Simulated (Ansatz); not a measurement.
An Ansatz (a quantum-chemistry and plane-wave program) run: Mg2Ge with a change (pressure 15 GPa); LDA (Ansatz, PAW, no spin-orbit coupling).

Input:

Ansatz 0.2 input:
```yaml
crystal:
  lattice:
    - [0, 3.0159606183, 3.0159606183]
    - [3.0159606183, 0, 3.0159606183]
    - [3.0159606183, 3.0159606183, 0]
  atoms:
    - { symbol: Mg, position: [0.25, 0.25, 0.25] }
    - { symbol: Mg, position: [0.75, 0.75, 0.75] }
    - { symbol: Ge, position: [0, 0, 0] }
basis: { ecutwfc: 420, ecutrho_ratio: 4, xc_grid: 2, fft_grid_basis: typed }
kpoints: { mp_grid: { grid: [13, 13, 13] } }
hamiltonian:
  xc: lda
  dispersion: none
  pseudopotentials: { kind: paw }
scf: { occupations: { method: fermi_dirac, width: 0.05 } }
relax: { f_tol: 0.01, max_steps: 60, cell: { stress_tol: 0.02, p_target: 15.0 } }
output: { forces: true, stress: true }
checkpoint: { write: state.ck, write_every: 1000 }
```

Output (explanatory and most iteration lines left out):

```
Relaxation: its limit of steps is 60 (relax.max_steps)
Pseudopotential: Mg, paw, valence charge 10
Pseudopotential: Ge, paw, valence charge 14
Crystal: 3 atoms, lattice volume = 54.866 Å³
Basis set: ecut = 420 eV, 1067 PW (Γ), exchange–correlation on 60×60×60 points (8 copies of the dense FFT grid, shifted against one another)
Bands: 21, of which v1, the nominal top of the filled ones, is band 17 counted from 1 (16 counted from 0)
Symmetry: 48 space group operations
Space group: Fm-3m (ITA 225), of the structure as read, at distance tolerance 3.8e-5 Å
k-points: 84 of 2197
Functional: x = slater, c = lda
SCF iter   1: F=—  HF=-8019.691535 eV  |F-HF|=—  |Δ(HF+E_count)|=         —  Δρ=7.04e-3  dr2=1.02e-2  ethr=1.77e-3  ⟨swp⟩=6.0  Hψ=7750  notcnv=0
SCF iter   2: F=—  HF=-8019.682214 eV  |F-HF|=—  |Δ(HF+E_count)|=   9.32e-3  Δρ=2.80e-3  dr2=1.65e-3  ethr=3.01e-5  ⟨swp⟩=2.0  Hψ=4187  notcnv=0
SCF 1 converged in 6 iterations: F = -8019.681456 eV  dr2 = 1.44e-8
relax step   1: F+E_penalty+E_count = -8019.68145635 eV  Δ(F+E_penalty+E_count) = +0.000e0 eV  max|allowed force component| = 3.392e-17 eV/Å  Δτ_max = 0.0000 Å  P = +9.000 GPa  Ω = 54.866 Å³  (6 SCF iters, dr2 threshold 1.00e-7 eV, accepted)
[... steps on the carried basis left out ...]
relax step   5: F+E_penalty+E_count = -8019.44801911 eV  Δ(F+E_penalty+E_count) = +3.009e-4 eV  max|allowed force component| = 7.324e-17 eV/Å  Δτ_max = 0.0000 Å  P = +14.998 GPa  Ω = 51.714 Å³  stress off target by 1.66e-3 GPa  SCF on the basis re-selected at this cell (its energy is not comparable with the rows above)  (5 SCF iters)
SCF converged after 5 iterations
Free energy (F): -8019.448019 eV
Internal energy: -8019.446746 eV  (E = F + TS)
E sigma→0 (E₀):  -8019.447383 eV
Entropy (-TS):   -0.001273 eV (-0.424 meV/atom)
Fermi energy:    9.074819 eV
--- Forces (eV/Å), atoms counted from 1 ---
  atom   1  Mg     0.00000000     0.00000000     0.00000000
  atom   2  Mg    -0.00000000    -0.00000000    -0.00000000
  atom   3  Ge     0.00000000    -0.00000000    -0.00000000
--- Stress (GPa, compression-positive) ---
       14.998339       0.000000      -0.000000
        0.000000      14.998339       0.000000
       -0.000000       0.000000      14.998339
  P = ⅓ Tr σ = 14.9983 GPa (149.983 kbar)
--- Relaxed structure (4 steps of the walk, 4 accepted, 1 SCFs on fresh bases) ---
  cell:  # Å, volume = 51.7139 Å³
    - [5.09537203289559e-34, 2.957052905672522, 2.9570529056725214]
    - [2.957052905672522, 2.0381488131582354e-34, 2.9570529056725214]
    - [2.957052905672522, 2.957052905672522, -1.0190744065791179e-34]
  atoms:
    - { symbol: Mg, position: [0.25, 0.25, 0.25] }
    - { symbol: Mg, position: [0.7500000000000001, 0.7500000000000001, 0.7500000000000001] }
    - { symbol: Ge, position: [-1.1404072413166944e-33, 1.2258837379924512e-33, 4.059302108667744e-34] }
```

Load acts through the strain it causes; cell and atoms are relaxed under it. No phonon test of stability was made. No other phases were tried under pressure. All final runs are without spin polarisation. The cell was made from Mg2Ge in the anti-fluorite structure (space group Fm-3m, No. 225) by this change: pressure 15 GPa.
